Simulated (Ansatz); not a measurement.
Base system: Se (space group P3_121, No. 152; a = 4.507 Å, c = 4.989 Å; made of chains).

Now apply this change: cell and atoms relaxed at a pressure of 9 GPa.

Levels (all Ansatz, a program for electronic structure, PAW, earlier PAW set): r2SCAN (500 eV, no spin-orbit coupling); HSE06+SOC (420 eV, noncollinear with spin-orbit coupling).

The geometry is relaxed with r2SCAN.

```
Property          Result
---------------  -------
r2SCAN band gap  0.33 eV
```

Problem. What does HSE06+SOC give at this geometry for the band gap?

Solution. The band gap increases by 0.26 eV, from 0.33 eV to 0.59 eV.

Single points use the geometry relaxed with r2SCAN. Their cutoffs differ, which shifts pressures a little. HSE06 was sampled on its mesh, a few special points and the semilocal edge points, so its gap is an upper bound. From pressure 9 GPa on, the axis ratios lie over 15 % from the base's, so the cell there is far from its starting form. The spin-orbit shifts are approximate. Load acts through the strain it causes; cell and atoms are relaxed under it. Whether these cells are dynamically stable was not tested. Competing high-pressure phases were not computed. No dispersion term is included, though the crystal is made of layers, chains or molecules, so its spacings can come out too wide.
